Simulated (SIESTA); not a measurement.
A user runs SIESTA on Cd2In3Ag3Te8 (P-4, 16 atoms in the cell) and asks whether the run is sound. The aim is a self-consistent single point with DFT, LDA PW92, numerical atomic orbitals DZP, PseudoDojo LDA standard norm-conserving potentials (rewritten from UPF to PSML).

Cell that was meant: a = 6.6064 Å, b = 6.6064 Å, c = 12.9993 Å, α = 90.00°, β = 90.00°, γ = 90.00°.

Part of the input:

```
XC.functional                LDA
XC.authors                   PW92
PAO.BasisSize                DZP
PAO.EnergyShift              0.1 Ry
MeshCutoff                   400 Ry
%block kgrid.MonkhorstPack
    3   0   0  0.0
```

Output (repeated stretches shortened):

```
reinit: Reading from file input.fdf

reinit: System Name: Cd2In3Ag3Te8
reinit: System Label: Cd2In3Ag3Te8

   [... lines left out ...]

outcell: Cell vector modules (Ang)   :    6.606450    6.606450   12.999350
outcell: Cell angles (23,13,12) (deg):     90.0000     90.0000     90.0000
outcell: Cell volume (Ang**3)        :    567.3590
new_DM -- step:     1
Initializing Density Matrix...

Attempting to read DM from file... Failed...
DM filled with atomic data:

InitMesh: MESH = 80 x 80 x 160 = 1024000
InitMesh: Mesh cutoff (required, used) =   400.000   405.271 Ry

stepf: Methfessel-Paxton step function
       Using Hermite-Gauss polynomials of order  0
        iscf     Eharris(eV)        E_KS(eV)     FreeEng(eV)     dDmax    Ef(eV) dHmax(eV)
   scf:    1   -44512.870971   -48230.179516   -48230.180704  1.989992  6.440620168.915055
   scf:    2   -40609.804022   -47356.118532   -47356.119348  3.102394  3.666055229.517252
   scf:    3   -48160.017597   -49588.461726   -49588.462830  2.157921  1.638395 72.826528
   scf:    4   -50194.814342   -50049.563870   -50049.563870  0.974227  0.585152 33.804289
   scf:    5   -50122.137988   -50088.756517   -50088.756517  0.250476  0.230800 22.456903
   [... 14 lines left out ...]
   scf:   20   -50122.853168   -50122.853167   -50122.853168  0.000063  0.708563  0.001316
   scf:   21   -50122.853167   -50122.853167   -50122.853168  0.000022  0.708496  0.000596
   scf:   22   -50122.853168   -50122.853167   -50122.853169  0.000019  0.708463  0.000193
   scf:   23   -50122.853167   -50122.853167   -50122.853169  0.000002  0.708452  0.000091
SCF Convergence by DM+H criterion
max |DM_out - DM_in|         :     0.0000020438
max |H_out - H_in|      (eV) :     0.0000913690
SCF cycle converged after 23 iterations

Using DM_out to compute the final energy and forces

siesta: E_KS(eV) =           -50122.8532

siesta: E_KS - E_eggbox =    -50122.8532

siesta: Atomic forces (eV/Ang):
     1   -0.000014   -0.000016   -0.000031
     2   -0.000017   -0.000015   -0.000031
     3    0.000000    0.000000    0.211864
     4   -0.000000   -0.000000   -0.211864
     5   -0.000000   -0.000000   -0.000003
     6    0.000001    0.000001    0.063521
     7   -0.000000   -0.000000   -0.063520
     8    0.000000   -0.000000   -0.000002
     9    1.183909    1.158232    0.556305
    10    1.158233   -1.183908   -0.556301
   [... lines left out ...]
siesta: FreeEng =    -50122.853169
   [... lines left out ...]
siesta:    -0.000000    0.212534    0.000000
siesta:     0.000000    0.000000    0.206931

siesta: Cell volume =        567.358991 Ang**3

siesta: Pressure (static):
siesta:                Solid            Molecule  Units
siesta:          -0.00229445         -0.00235582  Ry/Bohr**3
siesta:          -0.21066645         -0.21630119  eV/Ang**3
siesta:        -337.52487125       -346.55270943  kBar
```

Is anything amiss in this input, and did it matter?

The run is not sound. The fault is an energy shift that confines the orbitals too tightly. A large shift gives short orbitals and a poorer basis. To fix it, use a small shift. The run converged in 23 iterations without an error; against the sound input the free energy rises by 13.9 eV/atom, the pressure goes from -4.44 to -33.75 GPa and the largest force goes from 0.355 to 2.292 eV/Å. The full log also holds: “Vna: WARNING: Cut-off radius for the neutral-atom potential, rVna =     5.73213” and “Vna: WARNING: Cut-off radius for charge density =     4.64914”.

The sound input it was made from differs as follows (other fixes are possible):
```diff
-PAO.EnergyShift              0.1 Ry
+PAO.EnergyShift              0.01 Ry
```

With that input, the run converged in 13 iterations: free energy E − TS -50345.3755 eV; Fermi level (on the code's own zero) -4.08 eV; pressure -4.44 GPa; largest force (vector length) 0.355 eV/Å (DFT, LDA PW92, numerical atomic orbitals DZP, PseudoDojo LDA standard norm-conserving potentials (rewritten from UPF to PSML)).

On the sound input: the starting cell comes from a database of computed structures (which also holds hypothetical and non-ambient phases and stackings), without a prior relaxation at this level. Values carry the incompleteness of an atom-centred basis. With a pressure of about -4 GPa the cell is away from its equilibrium volume at this level. The run gives no clean gap (levels at the Fermi energy touch, overlap or are partly filled at this smearing), which alone does not show that the compound is a metal.
